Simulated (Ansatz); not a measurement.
An Ansatz (an electronic-structure program) run: Ge with a change (uniaxial strain ε_zz = −3.00 %); LDA, PAW, 420 eV (Ansatz; no SOC).

Input:

Ansatz 0.2 input:
```yaml
crystal:
  lattice:
    - [0, 2.8110925615, 2.7267597847]
    - [2.8110925615, 0, 2.7267597847]
    - [2.8110925615, 2.8110925615, 0]
  atoms:
    - { symbol: Ge, position: [0, 0, 0] }
    - { symbol: Ge, position: [0.25, 0.25, 0.25] }
basis: { ecutwfc: 420, ecutrho_ratio: 4, xc_grid: 2, fft_grid_basis: typed }
kpoints: { mp_grid: { grid: [14, 14, 14] } }
hamiltonian:
  xc: lda
  dispersion: none
  pseudopotentials: { kind: paw }
scf: { occupations: { method: fermi_dirac, width: 0.05 }, convergence: { dr2_threshold: 0.0000000002 } }
relax: { f_tol: 0.005, max_steps: 50 }
output: { forces: true, stress: true }
checkpoint: { write: state.ck, write_every: 1000 }
```

Output:

```
Relaxation: its limit of steps is 50 (relax.max_steps)
WARN ansatz: RAYON_NUM_THREADS=1 ignored (pool sized by the plan → 1); use --threads N
Pseudopotentials: kind: paw
Pseudopotential: Ge, paw, valence charge 14
Functional definition: SPW92
Crystal: 2 atoms, lattice volume = 43.095 Å³
Basis set: ecut = 420 eV, 869 PW (Γ), exchange–correlation on 54×54×54 points (8 copies of the dense FFT grid, shifted against one another)
Bands: 18, of which v1, the nominal top of the filled ones, is band 14 counted from 1 (13 counted from 0)
Symmetry: 16 space group operations
Space group: I41/amd (ITA 141), of the structure as read, at distance tolerance 3.5e-5 Å
k-points: 244 of 2744
PAW frozen core: Ge, regenerated for the run's functional, and the local potential with it
Initial density: superposition of atomic densities (neutral atoms: chi_scale 0, normalization atom), corrected by the library's trained network
Initial wavefunctions: pseudopotential atomic-orbital guess
Eigensolver: davidson
Functional: x = slater, c = lda
SCF iter   1: F=—  HF=-8431.426902 eV  |F-HF|=—  |Δ(HF+E_count)|=         —  Δρ=4.88e-3  dr2=3.96e-3  ethr=1.77e-3  ⟨swp⟩=6.0  Hψ=21108  notcnv=0
all-band conjugate gradients solve this SCF's bands
preconditioner: auto → none
SCF iter   2: F=—  HF=-8431.424843 eV  |F-HF|=—  |Δ(HF+E_count)|=   2.06e-3  Δρ=2.53e-3  dr2=9.25e-4  ethr=1.41e-5  ⟨swp⟩=1.2  Hψ=6445  notcnv=0
SCF iter   3: F=—  HF=-8431.424773 eV  |F-HF|=—  |Δ(HF+E_count)|=   7.07e-5  Δρ=5.67e-4  dr2=7.19e-5  ethr=3.30e-6  ⟨swp⟩=2.0  Hψ=6832  notcnv=0
SCF iter   4: F=—  HF=-8431.424671 eV  |F-HF|=—  |Δ(HF+E_count)|=   1.02e-4  Δρ=1.37e-4  dr2=5.16e-6  ethr=2.57e-7  ⟨swp⟩=2.0  Hψ=7801  notcnv=0
SCF iter   5: F=—  HF=-8431.424662 eV  |F-HF|=—  |Δ(HF+E_count)|=   8.84e-6  Δρ=3.95e-5  dr2=2.45e-7  ethr=1.84e-8  ⟨swp⟩=2.0  Hψ=7809  notcnv=0
SCF iter   6: F=—  HF=-8431.424662 eV  |F-HF|=—  |Δ(HF+E_count)|=   3.47e-7  Δρ=1.06e-5  dr2=2.04e-8  ethr=8.76e-10  ⟨swp⟩=2.0  Hψ=6837  notcnv=0
SCF iter   7: F=—  HF=-8431.424662 eV  |F-HF|=—  |Δ(HF+E_count)|=   1.95e-8  Δρ=1.65e-6  dr2=4.29e-10  ethr=7.27e-11  ⟨swp⟩=2.0  Hψ=7807  notcnv=0
SCF iter   8: F=-8431.424662 eV  HF=-8431.424662 eV  |F-HF|=2.55e-11  |Δ(HF+E_count)|=  4.26e-10  Δρ=2.41e-7  dr2=1.03e-11  ethr=1.00e-12  ⟨swp⟩=4.0  Hψ=15623  notcnv=0
SCF 1 converged in 8 iterations: F = -8431.424662 eV  dr2 = 1.03e-11
relax step   1: F+E_penalty+E_count = -8431.42466178 eV  Δ(F+E_penalty+E_count) = +0.000e0 eV  max|allowed force component| = 1.388e-17 eV/Å  Δτ_max = 0.0000 Å  (8 SCF iters, accepted)
the relaxation is at rest under the 16 symmetry operations that the run kept from its start: a minimum is not shown …
SCF converged after 8 iterations
Free energy (F): -8431.424662 eV
Harris-Foulkes:  -8431.424662 eV  (|F-HF|=2.55e-11)
Internal energy: -8431.424339 eV  (E = F + TS)
E sigma→0 (E₀):  -8431.424500 eV
Entropy (-TS):   -0.000323 eV (-0.162 meV/atom)
Fermi energy:    9.026986 eV
--- Per-component energies (eV) ---
  E_band       = -293.690821
  E_kinetic    = 225.472295
  E_local      = -4879.383479  (includes V_loc(G=0)·N_el)
  E_nonlocal   = 843.925631
  E_hartree    = 2141.258775
  E_xc         = -151.322159
  E_vxc        = -131.439602  (∫ρ·V_xc dr)
  E_paw        = -3883.043446  (= ΣΔE_a)
  E_vpaw       = -634.784076  (= ΣTr[D̂ρ^β])
  E_aug_tail   = 0.000585  (compensation charges beyond the density's cutoff)
  E_ewald      = -2732.149194
  E_core_change = 3.816652  (= ΣΔE_core)
  E_smearing   = -0.000323  (= −TS)
  E_closure    = -0.000000  (closes the sum)
  Σ components = -8431.424662   (vs F -8431.424662, Δ=0.00e0)
  [band-id]    e_kinetic+e_local+e_nonlocal+2·e_hartree+e_vxc+e_vpaw+e_augmentation_tail = -293.691096   (vs E_band -293.690821, Δ=-2.75e-4)
--- Forces (eV/Å), atoms counted from 1 ---
  atom   1  Ge    -0.00000000    -0.00000000     0.00000000
  atom   2  Ge     0.00000000    -0.00000000     0.00000000
  max |Σ_I F_I| component: 3.47e-18 eV/Å
--- Stress (GPa, compression-positive) ---
        1.608996       0.000000       0.000000
        0.000000       1.608996       0.000000
        0.000000       0.000000       3.793103
  P = ⅓ Tr σ = 2.3370 GPa (23.370 kbar)
  The stress holds the Pulay correction. Without it, at fixed plane waves, as pw.x and ABINIT print it: P = 2.3087 GPa
  The stress includes an estimate of the error left by incomplete SCF convergence (largest component 0.0001 GPa).
--- Band table ---
  band table: none
--- Relaxed structure (1 steps of the walk, 1 accepted, 0 SCFs on fresh bases) ---
  F+E_penalty+E_count = -8431.42466178 eV   max|allowed force component| = 1.388e-17 eV/Å
  atoms:
    - { symbol: Ge, position: [0.0, 0.0, 0.0] }
    - { symbol: Ge, position: [0.25, 0.25, 0.25] }
```

Stability against distortions was not tested. The cell was made from Ge in the diamond structure (space group Fd-3m, No. 227) by this change: uniaxial strain ε_zz = −3.00 %.
